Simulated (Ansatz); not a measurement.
The starting structures come from a database of crystals and need not be the phases stable at ambient conditions.

By PBEsol, the system below comes out a metal.

Without scattering a metal conducts by its projected Fermi surface.

Here is the system:

```
TiS
1.0
    5.65911     0.00000     0.00000
    0.00000     6.43148     0.00000
    2.82956     0.00000     1.63364
Ti S
2 2
Cartesian
  0.00000   0.00000   0.00000
  0.00000   3.21574   0.00000
  3.77274   1.60787   0.00000
  1.88637   4.82361   0.00000
```

Space group of this cell: P6_3/mmc, NiAs type. The cell is taken as given; by PBEsol its mean pressure is -5.5 GPa.

The current flows along the normal of the first two printed cell vectors, the (110) plane of the conventional cell. No spin-orbit coupling; the value is a mean over 0.1 eV about the Fermi level.

Problem. Compute, with PBEsol (Ansatz, an electronic-structure program), the ballistic conductance per area.

Solution. 0.52 × 10¹⁵ S/m² for both spins.
